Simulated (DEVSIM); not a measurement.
System: GaP/Si p-n heterojunction, at 350 K.

Layer 1 from the left is GaP, thickness (μm) 0.290, Na (cm⁻³) 8.4e16, τn (s) 8.9e-7, τp (s) 8.9e-7. Layer 2 from the left is Si, thickness (μm) 0.220, Nd (cm⁻³) 3.6e16, τn (s) 8.9e-7, τp (s) 8.9e-7.

Left contact: ohmic. Right contact: ohmic. Voltage is applied to the left contact. Recombination: SRH at mid-gap, Auger. Mobility is μmin + (μ − μmin)/(1 + (N/Nref)^α).

This is a model device: material constants are rounded textbook-type values typed into the input, and sizes, dopings and lifetimes were drawn at random. Values at 300 K; Nc and Nv go as T^1.5, mobilities as T to minus their exponent, the gap by Varshni's rule with the affinity fixed.

GaP: gap (eV) 2.26, affinity (eV) 3.8, permittivity 11.1, Nc (cm⁻³) 1.8e19, Nv (cm⁻³) 1.9e19, μn (cm²/Vs) 250, μp (cm²/Vs) 150, μn,min 10, μp,min 10, Nref,n 4.4e18, Nref,p 1e18, αn 0.8, αp 0.85, T exponent of μn 1.6, T exponent of μp 1.98, Cn (cm⁶/s) 1e-30, Cp (cm⁶/s) 1e-30, Varshni α (eV/K) 0.00058, Varshni β (K) 372. Si: gap (eV) 1.124, affinity (eV) 4.05, permittivity 11.7, Nc (cm⁻³) 2.86e19, Nv (cm⁻³) 3.1e19, μn (cm²/Vs) 1417, μp (cm²/Vs) 470, μn,min 52, μp,min 45, Nref,n 9.7e16, Nref,p 2.2e17, αn 0.68, αp 0.72, T exponent of μn 2.3, T exponent of μp 2.2, Cn (cm⁶/s) 2.8e-31, Cp (cm⁶/s) 9.9e-32, Varshni α (eV/K) 0.000473, Varshni β (K) 636.

Simulated with DEVSIM: 1D drift-diffusion, Boltzmann statistics, complete ionisation; no tunnelling, impact ionisation, image-force lowering or self-heating. Band offsets follow the typed affinities; no thermionic-emission limit at abrupt steps, no polarisation charge.

Q: What does the simulation give for the dark forward voltage at 1 A/cm², the largest field in the device at zero bias, the dark forward voltage at 100 A/cm²?

A: dark forward voltage at 1 A/cm² 0.929 V; largest field in the device at zero bias 150000 V/cm; dark forward voltage at 100 A/cm² 1.244 V.
